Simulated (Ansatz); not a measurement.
Cubic perovskite CsHgCl₃, treated with HSE06 in Ansatz (PAW).

Run with plane-wave cutoff 460 eV, 6×6×6 k mesh, Fermi–Dirac smearing 0.05 eV, scalar-relativistic PAW data made under PBE.

Cell (relaxed at this level):

CsHgCl3 is taken in the cubic space group Pm-3m (No. 221), the cubic perovskite structure, Pearson symbol cP5. Lattice parameters: a = 5.3425 Å, b = 5.3425 Å, c = 5.3425 Å, α = 90.00°, β = 90.00°, γ = 90.00°. Cs on 1a has 12 Cl at 3.778 Å (cuboctahedral). Hg on 1b has 6 Cl at 2.671 Å (octahedral). Cl on 3c has 2 Hg at 2.671 Å and 4 Cs at 3.778 Å (octahedral). (Neighbours: up to the widest gap in distance over summed covalent radii, below 1.35, at either atom; cation-cation and far metal-metal contacts left out.)

Question: Estimate the bulk modulus, band gap, smallest direct gap on the k points sampled and pressure derivative B′ of the bulk modulus that the calculation returns.

Answer: 
- bulk modulus: 31.9 GPa
- band gap: 0.51 eV (on the SCF k mesh)
- smallest direct gap on the k points sampled: 1.88 eV
- pressure derivative B′ of the bulk modulus: 5.1

Note: the relaxation could not lower the start's symmetry, so the cell can be a saddle point above a distorted one; the volume lies 5 % below that of the published cell.

Spin–orbit coupling is not included.

Ansatz is a first-principles code.
